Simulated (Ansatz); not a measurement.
By hand: formation energy of the neutral V_Mo in MoSi2 (I4/mmm)

We look at the formation energy of the neutral V_Mo in MoSi2 (I4/mmm). Reaction: 18 MoSi2 (I4/mmm) → cell A + Mo (bcc).

A: a supercell of 54 sites of MoSi2 (I4/mmm) with one empty Mo site amid 10 Si; spin state with PBE: run without spin.

Method: Ansatz (a program for electronic structure), PAW, neutral cells at 0 K with nuclei at rest, on structures from PBE. Ansatz runs with its default PAW set. Other levels take these structures. The lattices are those relaxed with PBE, so at other levels the solids can be strained, which adds to the spread. Larger cells are relaxed from a start prepared with the learned potential CHGNet, on a coarser mesh till forces fall under 0.03 eV/Å, which some starts already meet. A dispersion term (D3(BJ), or D4 for r2SCAN) was computed beside these levels and is taken off wherever the name lacks it. The PAW files were made for PBE and serve at the other functionals too. Space groups of crystals are read within 0.01 Å. Mesh and cell size may move defect energies by 0.1 eV or more. The value holds for the reservoirs listed; other chemical potentials shift it. Cell A has symmetry P4/mmm within 0.02 Å and got no random move, so less symmetric positions, which may lie lower, weren't tried.

Total energies of the cells in eV, at zero smearing width. They compare only within one column; the weights balance every element.

| cell | atoms | weight | r2SCAN | PBEsol |
|---|---|---|---|---|
| A: MoSi2:V_Mo | 53 | +1 | -107476.70523 | -105659.05233 |
| Mo (bcc) | 1 | +1 | -4967.59646 | -4897.45825 |
| MoSi2 (I4/mmm) | 54 | −1 | -112448.49720 | -110560.57060 |

r2SCAN: (-107476.70523) + (-4967.59646) − (-112448.49720) = 4.196 eV.

PBEsol: (-105659.05233) + (-4897.45825) − (-110560.57060) = 4.060 eV.

What follows from the r2SCAN value: The value above is the Mo-rich limit, with Mo (bcc) as reservoir. The host forms with -0.47 eV/atom at this level, so before it gives way to its other element Δμ(Mo) can go down to -0.47 × 3 = -1.41 eV (other compounds may narrow the range). The defect releases 1 Mo, so the Mo-poor limit is 4.20 + 1 × (-1.41) = 2.79 eV.

With the reservoirs of the reaction as written, and without entropy terms or charged states, the share of sites that hold the defect in equilibrium is exp(−4.20 eV/k_BT) = 6.8×10^-22 at 1000 K.
